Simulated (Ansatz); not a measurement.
The reference is GaN in the wurtzite structure (space group P6_3mc, No. 186).

```
GaN
1.0
    3.18312     0.00000     0.00000
   -1.59156     2.75667     0.00000
    0.00000     0.00000     5.18363
Ga N
2 2
Direct
  0.66667   0.33333   0.00099
  0.33333   0.66667   0.50099
  0.66667   0.33333   0.62421
  0.33333   0.66667   0.12421
```

Cartesian axes are those of the cell as printed.

Calculations: r2SCAN in Ansatz (plane waves to 500 eV, PAW, without spin-orbit coupling).

For the base:

The band gap comes out as 2.35 eV. The valence-band top at Γ comes out as 0.00, 0.00, -0.04 eV.

Perturbation: biaxial strain +0.82 %, plane normal [001], relaxed out of plane (Cartesian); in-plane vectors clamped, the third vector and the atoms free.

Q: What does the calculation give for the band gap after the change?

A: The band gap drops by 0.08 eV (2.35 eV → 2.27 eV).

Q: Predict the new valence-band top at Γ.

A: The valence-band top at Γ (three highest levels, from the VBM) changes from 0.00, 0.00, -0.04 eV to 0.00, -0.03, -0.03 eV.

Stability against distortions was not tested.

Ansatz is a program for electronic structure.
